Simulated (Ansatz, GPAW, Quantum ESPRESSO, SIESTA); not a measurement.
MnSi (P2_13, 8 atoms in the cell) computed with different codes at matched settings

Self-consistent single point.

```xyz
8
Lattice="4.4843 0.0000 0.0000 0.0000 4.4843 0.0000 0.0000 0.0000 4.4843" Properties=species:S:1:pos:R:3 pbc="T T T"
Mn     1.6302     0.6119     3.8723
Mn     0.6119     3.8723     1.6302
Mn     3.8723     1.6302     0.6119
Mn     2.8540     2.8540     2.8540
Si     2.9337     3.7927     0.6916
Si     3.7927     0.6916     2.9337
Si     0.6916     2.9337     3.7927
Si     1.5506     1.5506     1.5506
```
Moments meant for the start (each program seeds them in its own way; μB, in the order of the atoms Mn Mn Mn Mn Si Si Si Si): 4.0 4.0 4.0 4.0 0.0 0.0 0.0 0.0.

Shared settings, as Ansatz (an electronic-structure program) writes them: kpoints.mp_grid.grid = 5 5 5; scf.occupations.method = fermi_dirac; scf.occupations.width = 0.05 eV. Potentials and cutoffs stand in the table.

```json
[
 {"code": "SIESTA", "model": "LDA PW92, numerical atomic orbitals TZP, PseudoDojo LDA standard norm-conserving potentials (rewritten from UPF to PSML)", "pressure (GPa)": "-9.60", "largest force (eV/Å)": "0.194", "size of the net moment (μB/atom)": "0.43", "cutoff": "grid 400 Ry"},
 {"code": "Quantum ESPRESSO", "model": "LDA (PZ), GBRV 1.5 ultrasoft (LDA) pseudopotentials", "pressure (GPa)": "-7.96", "largest force (eV/Å)": "0.108", "size of the net moment (μB/atom)": "0.41", "cutoff": "50 Ry"},
 {"code": "GPAW", "model": "LDA (Perdew-Wang 92), GPAW PAW datasets LDA (gpaw-data 1.0.1)", "pressure (GPa)": "-6.66", "largest force (eV/Å)": "0.126", "size of the net moment (μB/atom)": "0.40", "cutoff": "800 eV"},
 {"code": "Ansatz", "model": "LDA (PW92), PAW files made with PBE", "pressure (GPa)": "-8.08", "largest force (eV/Å)": "0.108", "size of the net moment (μB/atom)": "0.41", "cutoff": "420 eV"}
]
```

Size of the force on each atom (eV/Å): Sizes of forces hide their directions.

```tsv
code	Mn1	Mn2	Mn3	Mn4	Si5	Si6	Si7	Si8
SIESTA	0.012	0.012	0.012	0.012	0.194	0.194	0.194	0.194
Quantum ESPRESSO	0.026	0.026	0.026	0.026	0.108	0.108	0.108	0.108
GPAW	0.018	0.018	0.018	0.018	0.126	0.126	0.126	0.126
Ansatz	0.036	0.036	0.036	0.036	0.108	0.108	0.108	0.108
```

On Ansatz's run: the moments shrank to a small part of their start, a low-spin state that need not be the lowest.

The spread over the programs that give each value: pressure within 2.94 GPa; largest force within 0.086 eV/Å; size of the net moment within 0.03 μB/atom.

SIESTA uses small atom-centred bases, whose incompleteness enters pressures, forces and empty levels differently from a plane-wave cutoff. Ansatz's pressure is given at a fixed set of plane waves, as the other plane-wave codes print theirs; with its correction for the finite basis it is -7.88 GPa. The same LDA comes in different parametrisations, which differ slightly. In the pressure, SIESTA (by 1.64) and GPAW (by 1.30) lie more than 1 GPa from the median of the plane-wave programs. In the force vectors, SIESTA (by 0.085) lies more than 0.08 eV/Å from the median of the plane-wave programs.

The starting cell comes from a database of computed structures (which also holds hypothetical and non-ambient phases and stackings), without a prior relaxation at this level.

Keys are those of Ansatz 0.2.
